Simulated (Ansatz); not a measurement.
# How the lattice constant a of Zn (model structure, started from the diamond type, Fd-3m, No. 227, 2 atoms in the cell) moves with the method

No measured value is used here.

Task: Put these levels in order of the lattice constant a that they give for Zn (model structure, started from the diamond type, Fd-3m, No. 227, 2 atoms in the cell), smallest first: LDA (Ansatz, a program for electronic structure), PBE (Ansatz), PBEsol (Ansatz), r²SCAN (Ansatz).

Result: LDA (5.552 Å), PBEsol (5.656 Å), r²SCAN (5.688 Å), PBE (5.822 Å)

Cutoffs differ between the levels. Ansatz's density-functional and Hartree–Fock values are scalar-relativistic unless marked +SOC, with PAW data made under PBE.

A model structure was made by putting elements into a prototype or built by hand; it is no filed structure, need not be a known phase, and can be a saddle point held by its symmetry.
